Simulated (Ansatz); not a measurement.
**Effect of pressure 15 GPa on Ag**

Take Ag in the fcc (Cu type) structure (space group Fm-3m, No. 225; a = 4.1492 Å) as the base.

One thing is altered: cell and atoms relaxed at a pressure of 15 GPa.

All numbers come from Ansatz (an electronic-structure program) PBE, without spin-orbit coupling, earlier PAW set. Γ-centred 19×19×19 mesh, Fermi–Dirac width 0.05 eV.

```json
[
 {"quantity": "volume per atom", "base": "17.86 Å³", "changed": "15.86 Å³", "shift": "-1.994 Å³"},
 {"quantity": "lattice parameter a", "base": "414.9 pm", "changed": "398.9 pm", "shift": "-16.06 pm"},
 {"quantity": "shortest interatomic distance", "base": "293.4 pm", "changed": "282.0 pm", "shift": "-11.4 pm"},
 {"quantity": "enthalpy H = E + PV relative to the base's energy", "base": "–", "changed": "+1.57 eV/atom", "shift": "–"},
 {"quantity": "band gap", "base": "zero", "changed": "zero", "shift": "–"}
]
```

Final structure:

```yaml
crystal:
  lattice:
    - [0.00000, 1.99431, 1.99431]
    - [1.99431, 0.00000, 1.99431]
    - [1.99431, 1.99431, 0.00000]
  atoms:
    - { symbol: Ag, position: [0.00000, 0.00000, 0.00000] }
```

Cost of the whole job for the changed cell (relaxation, final SCF and bands): roughly 9 core-seconds.

Load acts through the strain it causes; cell and atoms are relaxed under it. No phonon test of stability was made. Competing high-pressure phases were not computed.
